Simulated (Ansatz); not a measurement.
The structure below was relaxed with r2SCAN (Ansatz, an electronic-structure program), no spin-orbit coupling, earlier PAW set, at pressure −1 GPa.

```
HfN
1.0
    0.00000     2.26565     2.26565
    2.26565     0.00000     2.26565
    2.26565     2.26565     0.00000
N Hf
1 1
Direct
  0.00000   0.00000   0.00000
  0.50000   0.50000   0.50000
```

Task: Find the space group and the Wyckoff positions.

Result: Space group Fm-3m (No. 225); a = 4.5313 Å, b = 4.5313 Å, c = 4.5313 Å, α = 90.00°, β = 90.00°, γ = 90.00°

```json
[
 {"atom": "N", "site": "4a", "symmetry": "m-3m", "x": "0.0000", "y": "0.0000", "z": "0.0000"},
 {"atom": "Hf", "site": "4b", "symmetry": "m-3m", "x": "0.5000", "y": "0.5000", "z": "0.5000"}
]
```

Load acts through the strain it causes; cell and atoms are relaxed under it. No phonon test of stability was made. All final runs are without spin polarisation. The cell was made from HfN in the rock salt structure (space group Fm-3m, No. 225) by this change: pressure −1 GPa.
